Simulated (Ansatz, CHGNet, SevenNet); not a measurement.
Equilibrium volume per atom of ZnSnN2 (Pna2₁, No. 33, 16 atoms in the cell; start mp-1029469) at several levels of theory

No measured value is used here.

```
level (code)     value (Å³/atom)
---------------  ---------------
CHGNet-r²SCAN              13.54
SevenNet-0                 14.04
SevenNet-l3i5              13.96
PBE (Ansatz)               13.90
PBEsol (Ansatz)              [?]
r²SCAN (Ansatz)              [?]
```

Q: What belongs in the gaps?

A: 
- PBEsol (Ansatz, a first-principles code), value (Å³/atom): 13.38
- r²SCAN (Ansatz), value (Å³/atom): 13.47

CHGNet-r²SCAN, SevenNet-0, SevenNet-l3i5, PBE, PBEsol, r²SCAN: the relaxation could not lower the start's symmetry, so the cell can be a saddle point above a distorted one. Ansatz's density-functional and Hartree–Fock values are scalar-relativistic unless marked +SOC, with PAW data made under PBE.

Machine-learned potentials (CHGNet-r²SCAN, SevenNet-0, SevenNet-l3i5) are trained on DFT data: a solid inside that data is no test of them.

A start named mp-… is a Materials Project structure, which need not be a measured phase.
